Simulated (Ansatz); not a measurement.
For SiGe (model structure, started from the WC type, P-6m2, No. 187, 2 atoms in the cell), LDA in Ansatz (PAW) gives:

| Item | Result |
|---|---|
| lattice parameter a | 3.541 Å |
| c axis length | 3.200 Å |
| bulk modulus | 75.6 GPa |
| cohesive energy | 4.58 eV/atom |

Q: What does r²SCAN in Ansatz (plane waves, PAW) give for the same quantities?

A: 
- lattice constant a: 3.642 Å (rises by 2.9 %)
- lattice parameter c: 3.153 Å (decreases by 1.5 %)
- bulk modulus: 78.2 GPa (grows by 3.4 %)
- cohesive energy: 3.72 eV/atom (falls by 0.86 eV/atom)

Changes are worked out from the printed values.

Unless a cell is named, each level is at its own relaxed cell (LDA 17.37, r²SCAN 18.11 Å³/atom).

Caveats: the bulk modulus is −V dP/dV from two relaxed cells at ±2 % in volume (LDA, r²SCAN). Ansatz's density-functional and Hartree–Fock values are scalar-relativistic unless marked +SOC, with PAW data made under PBE.

A model structure was made by putting elements into a prototype or built by hand; it is no filed structure, need not be a known phase, and can be a saddle point held by its symmetry.

Ansatz is a first-principles code.
